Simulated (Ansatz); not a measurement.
Take BeSe in the zinc blende structure (space group F-43m, No. 216; a = 5.082 Å) as the base. Axes: x, y, z lie along the cube axes.

All numbers come from LDA, PAW, 420 eV (Ansatz, a quantum-chemistry and plane-wave program; without spin-orbit coupling).

Base values:

```
Quantity                            Result
---------------------  -------------------
Valence-band top at Γ  0.00, 0.00, 0.00 eV
```

Perturbation: compressive biaxial strain of 2.50 % in the plane normal to [111], as in epitaxy on a mismatched substrate; the out-of-plane cell vector and the atoms relax.

Problem. What happens to the valence-band top at Γ and out-of-plane strain?

Solution. The valence-band top at Γ (three highest levels, from the VBM) becomes 0.00, 0.00, -0.35 eV (base: 0.00, 0.00, 0.00 eV); the out-of-plane strain is +1.05 %.

The levels and masses belong to the bands next to the band gap. No phonon test of stability was made.
